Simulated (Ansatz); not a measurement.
Take BAs in the zinc blende structure (space group F-43m, No. 216) as the base.

```
CELL_PARAMETERS angstrom
      0.00000     2.38393     2.38393
      2.38393     0.00000     2.38393
      2.38393     2.38393     0.00000
ATOMIC_POSITIONS crystal
  As 0.75000 0.75000 0.75000
  B  0.00000 0.00000 0.00000
```

The values are results of PBEsol, PAW, 420 eV (Ansatz, an electronic-structure program; scalar-relativistic without spin-orbit coupling), not measurements.

Base values:

The smallest direct gap comes out as 3.25 eV and the band gap is 1.08 eV. The width of the top valence band is 5.27 eV.

Modification: the cell is scaled by 0.9951 in all directions, atoms relaxed at fixed cell.

Question: Estimate the effect on the smallest direct gap.

Answer: The smallest direct gap grows by 0.02 eV to 3.27 eV.

Question: Predict the new band gap.

Answer: The band gap decreases by 0.01 eV to 1.07 eV.

Question: What does the calculation give for the energy relative to the base after the change?

Answer: The energy grows by 1.3 meV/atom.

Question: How does this affect the width of the top valence band?

Answer: The width of the top valence band rises by 0.09 eV, from 5.27 eV to 5.36 eV.

The cells carry an imposed strain or load. No phonon test of stability was made.
